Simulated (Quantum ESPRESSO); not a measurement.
How far to go with the k-point mesh at a smearing width of 0.05 eV: Li (Im-3m, 1 atom in the cell)

```
CELL_PARAMETERS angstrom
      1.75023     1.75023     1.75023
     -1.75023     1.75023     1.75023
     -1.75023    -1.75023     1.75023
ATOMIC_POSITIONS crystal
  Li 0.00000 0.00000 0.00000
```

Level of theory: PBEsol, PseudoDojo standard norm-conserving (PBESOL) pseudopotentials (plane waves; Quantum ESPRESSO 7.5).

Base settings: ecutwfc = 75 Ry; occupations = smearing; smearing = gaussian; degauss = 0.0073499 Ry; potentials = {Li: Li.upf}; K_POINTS = automatic 13 13 13 0 0 0; conv_thr = 1e-09 Ry; mixing_beta = 0.4.

In this ladder: degauss = 0.0036749 Ry.

The second cell is the first with its lattice scaled by 0.98.

Only quantities that move along the ladder and can be compared are tabulated.

The count of work is k-points × plane waves × bands × iterations; it is no time. 

The starting cell has typed, rounded lattice constants, without a prior relaxation at this level. Its lattice was rescaled by up to half a per cent.

```tsv
K_POINTS	free energy less the last step's (meV/atom)	energy of the compressed cell less the first (meV/atom)	pressure (GPa)	count of work / last
automatic 5 5 5 0 0 0	3.24	-2.89	-0.74	0.012
automatic 6 6 6 0 0 0	38.44	-1.64	-0.59	0.020
automatic 7 7 7 0 0 0	-0.92	-2.62	-0.71	0.024
automatic 8 8 8 0 0 0	11.88	-2.26	-0.67	0.043
automatic 10 10 10 0 0 0	7.76	-2.44	-0.69	0.059
automatic 12 12 12 0 0 0	4.71	-2.47	-0.69	0.090
automatic 14 14 14 0 0 0	1.76	-2.59	-0.71	0.13
automatic 17 17 17 0 0 0	1.32	-2.73	-0.72	0.20
automatic 21 21 21 0 0 0	0.48	-2.70	-0.72	0.35
automatic 26 26 26 0 0 0	-0.25	-2.78	-0.73	0.64
automatic 31 31 31 0 0 0	0.00	-2.75	-0.73	1.0
```

Coarsest K_POINTS that holds the energy of the compressed cell less the first within 0.2 meV/atom of the last step, with all finer ones: automatic 14 14 14 0 0 0, at 0.13 of the last step's count of work; the step before is off by 0.28 meV/atom.

Coarsest K_POINTS that holds the pressure within 0.1 GPa of the last step, with all finer ones: automatic 7 7 7 0 0 0, at 0.024 of the last step's count of work; the step before is off by 0.14 GPa.

Coarsest K_POINTS that holds the free energy within 2 meV/atom of the last step, with all finer ones: automatic 14 14 14 0 0 0, at 0.13 of the last step's count of work; the step before is off by 4.7 meV/atom.

The energy difference between the two cells stays within 1 meV/atom of the last step's from automatic 7 7 7 0 0 0 on, the total only from automatic 21 21 21 0 0 0 on: much of the error is common to both cells and cancels.
